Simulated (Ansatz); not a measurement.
**metastable rock-salt NbN: the defect O on the N site (O_N)**

These are PBE, PAW (plane waves to 420 eV; Ansatz, a first-principles code) values and carry that method's errors. Cell and caveats: 64-site cell; 4×4×4 shifted k-points; start: the N site; finite-size errors of tenths of an eV; the relaxation kept the symmetry of the starting site.

Neighbours after relaxation, in Å: of the O atom: Nb 2.39, Nb 2.39, Nb 2.39, Nb 2.39, Nb 2.39, Nb 2.39.

Formation energies E_f are those of the neutral cell. Chemical conditions: N-rich (Δμ(N) = 0.00 eV, Δμ(O) = -2.94 eV, bounded by Nb2O5 (C2/c); only phases computed here count, gases as isolated molecules at 0 K); Nb-rich (Δμ(N) = -1.91 eV, Δμ(O) = -3.71 eV, bounded by Nb2O5 (C2/c); only phases computed here count, gases as isolated molecules at 0 K). Reference phases: N: N2 molecule in a box, O: O2 molecule in a box.

```json
[
 {"charge": "0", "moment (μB)": "not spin-polarised", "point group": "Oh", "largest move off a lattice site (Å)": "0.18", "E_f, N-rich (eV)": "1.80", "E_f, Nb-rich (eV)": "0.65"}
]
```

Point groups are those of the whole cell at tolerances of 0.03 and 0.1 Å ("near" where only the looser one holds); none is given for unsettled states.

All states together cost about 15 core-minutes (a rough figure).
